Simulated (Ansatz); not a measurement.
K2S under a change: pressure 0.7 GPa

The parent structure is K₂S in the anti-fluorite structure (space group Fm-3m, No. 225; a = 7.462 Å).

Now apply this change: a hydrostatic pressure of 0.7 GPa.

Computed with DFT with PBE, PAW potentials and a 420 eV plane-wave cutoff in Ansatz (a quantum-chemistry and plane-wave program), spin-orbit coupling left out. Settings: 8×8×8 k-points, 0.05 eV Fermi–Dirac smearing.

The volume per atom shrinks by 1.20 Å³ to 33.42 Å³ and the density rises by 0.063 g/cm³, from 1.76 g/cm³ to 1.83 g/cm³. The lattice parameter a falls by 0.087 Å (7.462 Å → 7.375 Å) and the shortest interatomic distance drops by 0.038 Å, from 3.231 Å to 3.193 Å. The enthalpy H = E + PV relative to the base's energy amounts to +0.15 eV/atom and the band gap grows by 0.09 eV, from 2.32 eV to 2.41 eV. The gap character is still indirect, X → Γ and the smallest direct gap rises by 0.12 eV (2.50 eV → 2.62 eV). The mean gap deformation potential ΔEg/Δln V amounts to -2.5 eV and the width of the top valence band increases by 0.03 eV (0.18 eV → 0.21 eV). The electron mass remains 0.36 mₑ (at Γ) and the valley order (the lowest conduction-band minima on the path, energy above the VBM, named in the base's zone) becomes Γ 2.41 eV; X along ⟨100⟩ 3.52 eV (base: Γ 2.32 eV; X along ⟨100⟩ 3.50 eV).

Final structure:

```xyz
3
Lattice="0.0000 3.6873 3.6873 3.6873 0.0000 3.6873 3.6873 3.6873 0.0000" Properties=species:S:1:pos:R:3 pbc="T T T"
K      1.8437     1.8437     1.8437
K      5.5310     5.5310     5.5310
S      0.0000     0.0000     0.0000
```

Load acts through the strain it causes; cell and atoms are relaxed under it. Effective masses come from finite differences of ±0.01 Å⁻¹. Stability against distortions was not tested.
